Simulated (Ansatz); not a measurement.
## Effect of isotropic strain −0.50 % on Mg2Ge

The parent structure is Mg2Ge in the anti-fluorite structure (space group Fm-3m, No. 225; a = 6.364 Å).

Now apply this change: every lattice vector is shortened by 0.50 %, atoms relaxed at fixed cell.

Computed with PBEsol (Ansatz, a first-principles code), no SOC. Settings: 13×13×13 k-points, 0.05 eV Fermi–Dirac smearing.

The volume per atom drops by 0.32 Å³ (21.48 Å³ → 21.16 Å³) and the space group remains Fm-3m (No. 225). The shortest interatomic distance falls by 0.014 Å (2.756 Å → 2.742 Å) and the energy grows by 0.8 meV/atom. The pressure goes from zero to 0.81 GPa and the band gap drops by 0.01 eV (0.08 eV → 0.07 eV). The gap character remains indirect, Γ → X and the mean gap deformation potential ΔEg/Δln V amounts to +0.9 eV. The electron mass remains 0.55 mₑ along k, 0.18 mₑ across (at X) and the valley order (the lowest conduction-band minima on the path, energy above the VBM, named in the base's zone) becomes X along ⟨100⟩ 0.07 eV; L along ⟨111⟩ 1.10 eV; Γ 1.12 eV (base: X along ⟨100⟩ 0.08 eV; Γ 1.03 eV; L along ⟨111⟩ 1.03 eV).

Cost of the whole job for the changed cell (relaxation, final SCF and bands): about 25 core-seconds (a rough figure).

Effective masses come from finite differences of ±0.01 Å⁻¹. Along k means along the line from Γ to the band edge. Stability against distortions was not tested. The zero or small gap of Mg2Ge can change with the level of theory.
